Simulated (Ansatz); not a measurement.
We consider AlB2-type TiB2, described by r²SCAN (PAW; Ansatz, a program for electronic structure).

Run with plane-wave cutoff 500 eV, 18×18×12 k mesh (along the axes of the cell as run), Fermi–Dirac smearing 0.05 eV, no spin polarisation, scalar-relativistic PAW data made under PBE.

Computed at the level's own relaxed cell.

### Question
Estimate the equilibrium volume per atom, equilibrium lattice constant a and lattice parameter c that the calculation returns.

### Answer

* **equilibrium volume per atom**: 8.51 Å³/atom
* **equilibrium lattice constant a**: 3.025 Å
* **lattice parameter c**: 3.223 Å

Measured, for comparison: lattice constant a 3.029 Å, lattice parameter c 3.229 Å (293 K, no zero-point or thermal correction; as tabulated in R. G. Munro, J. Res. NIST 105, 709 (2000), Material Properties of Titanium …). Computed (rounded) less measured: lattice constant a -0.1 %, lattice parameter c -0.2 %.

Computed values are for the static lattice.

It cost about 40 core-seconds (a rough figure) of CPU time.
